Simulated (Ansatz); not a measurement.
A computed series for ZnAu: response to strain

Take ZnAu in the CsCl type structure (space group Pm-3m, No. 221; a = 3.1286 Å; relaxed with 0.1 eV smearing) as the base. Axes: x, y, z lie along the cube axes.

Strains are applied to the cell and any free atomic positions relax.

The values are results of plane-wave PAW DFT at the PBEsol level (Ansatz, a first-principles code, 420 eV), spin-orbit coupling left out, not measurements.

Notes on the quantities. energy relative to the base: free energy F; pressure: mean of the normal stresses, compression positive.

| case | energy relative to the base | pressure | volume per atom |
|---|---|---|---|
| base | 0 meV/atom | 0.0 GPa | 15.31 Å³ |
| uniaxial strain ε_zz = −3.00 % | +6.9 meV/atom | 4.7 GPa | 14.85 Å³ |
| uniaxial strain ε_zz = −2.50 % | +4.7 meV/atom | 3.9 GPa | 14.93 Å³ |
| uniaxial strain ε_zz = −2.00 % | … | … | 15.01 Å³ |
| uniaxial strain ε_zz = −1.50 % | +1.7 meV/atom | 2.3 GPa | 15.08 Å³ |
| uniaxial strain ε_zz = −1.00 % | +0.7 meV/atom | 1.5 GPa | 15.16 Å³ |
| uniaxial strain ε_zz = −0.50 % | +0.2 meV/atom | 0.7 GPa | 15.24 Å³ |
| uniaxial strain ε_zz = +0.50 % | +0.2 meV/atom | -0.7 GPa | 15.39 Å³ |
| uniaxial strain ε_zz = +1.00 % | +0.7 meV/atom | -1.4 GPa | 15.47 Å³ |
| uniaxial strain ε_zz = +3.00 % | +5.9 meV/atom | -3.9 GPa | 15.77 Å³ |

Fill in the withheld entries from the trend.


- uniaxial strain ε_zz = −2.00 %, energy relative to the base: +3.0 meV/atom
- uniaxial strain ε_zz = −2.00 %, pressure: 3.1 GPa

Whether these cells are dynamically stable was not tested.
